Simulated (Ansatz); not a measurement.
**Amorphous Zr20O39F2**

Preparation: random packing, a CHGNet melt and quench, and a DFT relaxation. O and F atoms were pushed apart under 1.9 Å during the dynamics, to hinder bonds among them. The hot cell started wider than the set density and was brought back towards it in steps. It is the lowest in DFT energy of 2 quenches. It is a model cell: composition and starting density were chosen by hand, and all elements were melted together. No dispersion term was used. Cycles of charging and discharging annealed it further.

Methods: PBE, scalar-relativistic without spin-orbit coupling (Ansatz, a first-principles code); r2SCAN, scalar-relativistic without spin-orbit coupling (Ansatz); HSE06, scalar-relativistic without spin-orbit coupling (Ansatz). Geometry, pressure, stress and energy are those of the PBE run. Its sampling: a 2×2×2 Γ-centred mesh; Fermi-Dirac width 0.02 eV; no spin polarisation. Other functionals are single points at the zone centre (r2SCAN at 500 eV; exact exchange cut at the cell's faces), free to take moments where seeds were set. At PBE the levels at the filled edge of the gap are localised (band-tail or defect states).

```yaml
number_of_atoms_in_the_cell: 61
Density (held, not predicted): 5.25 g/cm^3
volume_per_atom: 12.89 Å³
Pressure on a 2×2×2 Γ-centred mesh: 0.48 GPa
Largest force and stress component on that mesh (the relaxation ran on the zone centre alone): 0.10 eV/Å and 1.7 GPa
Level gap on a 2×2×2 Γ-centred mesh (PBE): 3.58 eV
Level gap at the zone centre (PBE): 3.70 eV
Level gap at the zone centre (r2SCAN): 4.16 eV
Level gap at the zone centre (HSE06): 5.24 eV
```

Cut-offs for bonds: Zr-Zr 3.41 Å, Zr-O 2.98 Å, Zr-F 2.55 Å, O-O 1.58 Å, O-F 1.48 Å, F-F 1.37 Å. Two cations that share two anions don't count as bonded, nor two that share one unless they lie closer than Zr-Zr 3.32 Å.

| Quantity | Value |
|---|---|
| Mean coordination of Zr by anions | 6.80 (2 with 5, 5 with 6, 9 with 7, 3 with 8, 1 with 9) |
| Mean coordination of O | 3.33 (1 with 2, 25 with 3, 12 with 4, 1 with 5) |
| Mean coordination of F | 3.00 (2 with 3) |
| Mean Zr-O bond | 2.196 Å (spread 0.201 Å, 130 counted) |
| Mean Zr-F bond | 2.290 Å (spread 0.134 Å, 6 counted) |

Its density started from a set value of 5.25 g/cm³. Cooling (nominally 450 K/ps over its main leg) ran many orders faster than in experiment, which tends to leave more defects and strain. One small periodic cell is one sample of the glass; other quenches scatter about these values. The volume was held where the preparation left it, at a PBE pressure of 0.5 GPa. Stress components on the final sampling reach 1.7 GPa. Cycles of charging lowered its energy after that relaxation.
